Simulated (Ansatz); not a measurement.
## Carrier properties of CdS under load (space group P6_3mc)

```xyz
4
Lattice="4.2139 0.0000 0.0000 -2.1069 3.6493 0.0000 0.0000 0.0000 6.5695" Properties=species:S:1:pos:R:3 pbc="T T T"
Cd     2.1069     1.2164     3.2535
Cd     0.0000     2.4329    -0.0313
S      2.1069     1.2164     5.7928
S      0.0000     2.4329     2.5080
```

The numbers are results of PBEsol with spin-orbit coupling, rigid bands (plane waves, PAW; Ansatz, an electronic-structure program), not measurements. Condition of this run: biaxial stress xx = yy = -2 GPa (compression positive) (the target of the relaxation). Cell: cell and atoms relaxed with PBEsol, then loaded as said.

The band gap is 1.03 eV and the electron conductivity mass (300 K, dilute) comes out as 0.131 (x), 0.131 (y), 0.128 (z) mₑ. The hole conductivity mass (300 K, dilute) comes out as 1.56 (x), 1.56 (y), 0.57 (z) mₑ. The effective density of states N_c (300 K) comes out as 1.1e18 cm⁻³. The effective density of states N_v (300 K) is 2.7e19 cm⁻³ and the density-of-states mass, electrons comes out as 0.123 mₑ. The density-of-states mass, holes comes out as 1.04 mₑ and the Seebeck coefficient, n-type 1e19 cm⁻³, 300 K is -80 μV/K. The best n-type power factor at 300 K for τ = 10 fs (best axis; densities from 1e16 to 1e21 cm⁻³ tried, whether or not they can be reached) is 1.37 μW/(cm·K²) at 3e18 cm⁻³ and the Seebeck coefficient, p-type 1e19 cm⁻³, 300 K comes out as 338 μV/K. The best p-type power factor at 300 K for τ = 10 fs (best axis; densities from 1e16 to 1e21 cm⁻³ tried, whether or not they can be reached) comes out as 10.2 μW/(cm·K²) at 3e20 cm⁻³.

Rigid bands; masses and Seebeck coefficients take one relaxation time τ for all states and one kind of carrier; polarons and phonon drag are left out.
